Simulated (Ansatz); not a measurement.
# Mg (model structure, started from the diamond type, Fd-3m, No. 227, 2 atoms in the cell): cohesive energy by level of theory

No measured value is used here.

Q: Put these levels in order of the cohesive energy that they give for Mg (model structure, started from the diamond type, Fd-3m, No. 227, 2 atoms in the cell), smallest first: LDA (Ansatz, a first-principles code), PBE (Ansatz), r²SCAN (Ansatz).

A: PBE (0.73 eV/atom), r²SCAN (0.83 eV/atom), LDA (0.96 eV/atom)

Unless a cell is named, each level is at its own relaxed cell (LDA 37.49, PBE 40.37, r²SCAN 40.23 Å³/atom).

Free atoms are spin-polarised, in the lowest state found; at levels without +SOC their spin–orbit coupling is left out.  Each level is taken at its own relaxed cell. Cutoffs differ between the levels. Ansatz's density-functional and Hartree–Fock values are scalar-relativistic unless marked +SOC, with PAW data made under PBE.

A model structure was made by putting elements into a prototype or built by hand; it is no filed structure, need not be a known phase, and can be a saddle point held by its symmetry.
